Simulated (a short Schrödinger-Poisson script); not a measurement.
Stack: MOS inversion layer, SiO2 on p-type Si(100), at 300 K.

From the gate side: 1.8 nm SiO2; 250 nm Si, acceptors 2.9e18 cm⁻³.

The device is made up for the run: typed textbook-type constants, with dimensions and the other settings drawn at random. SiO2: permittivity 3.9, conduction-band edge (eV) 3.15, gap (eV) 9, electron mass (mₑ) 0.5. Si: permittivity 11.7, conduction-band edge (eV) 0, gap (eV) 1.124, Nv at 300 K (cm⁻³) 3.1e19.

Channel valleys (confinement mass, in-plane density-of-states mass, number): Δ2 0.916, 0.19, 2; Δ4 0.19, 0.417, 4. At the gate the conduction-band edge of layer 1 lies 3.24 eV − eVg above the Fermi level of the channel; the field vanishes at the back. Gaps are held at their typed values at every temperature. Mesh 0.03 nm at interfaces.

From a short Schrödinger-Poisson script (our own, NumPy): 1D Poisson equation in equilibrium, electrons quantum, Hartree (BenDaniel-Duke, 12 states a valley, the channel's in-plane mass for all, wave functions free to enter the dielectric), parabolic valleys, classical holes, full ionisation, no traps, pinning or gate leakage.

```csv
Vg (V),electrons (cm⁻²),C (μF/cm²),Δ2 E0 (meV from the Fermi level),Δ4 E0 (meV from the Fermi level)
0.55,1.78e9,0.399,204.8,286.6
0.6,7.49e9,0.413,167.5,250.3
0.65,3.03e10,0.481,131.2,215.0
0.7,1.06e11,0.670,98.5,183.3
0.75,2.80e11,0.935,72.8,158.5
0.8,5.55e11,1.15,54.3,141.0
0.85,9.00e11,1.28,40.8,128.4
0.9,1.29e12,1.37,30.5,119.0
0.95,1.71e12,1.42,22.1,111.5
1,2.14e12,1.46,15.0,105.3
1.05,2.59e12,1.49,8.9,100.0
1.1,3.05e12,1.51,3.4,95.4
1.15,3.52e12,1.53,-1.6,91.2
1.2,3.99e12,1.55,-6.2,87.5
1.25,4.47e12,1.56,-10.4,84.1
1.3,4.95e12,1.57,-14.4,80.9
```

Gate voltages with under 1e9 electrons/cm² are left out.

**Question.** At Vg = 1.3 V the lowest Δ2 subband lies at -14.4 meV from the Fermi level. How many electrons does it hold, and what share of all?

**Answer.** The two-dimensional density of states is g m/(πħ²) = 1.59e11 cm⁻² meV⁻¹ (both spins), kT = 25.9 meV, so n = D kT ln(1 + exp(−E/kT)) = 4.15e12 cm⁻², 0.84 of the 4.95e12 cm⁻² in all.

**Question.** Compare the slope of the sheet density between 1.2 and 1.3 V with the geometric capacitance of the layers between gate and channel.

**Answer.** q Δn/ΔV = 1.54 μF/cm²; ε0/Σ(t/ε) = 1.92 μF/cm². The ratio is 0.80: the channel acts as a further capacitance in series.
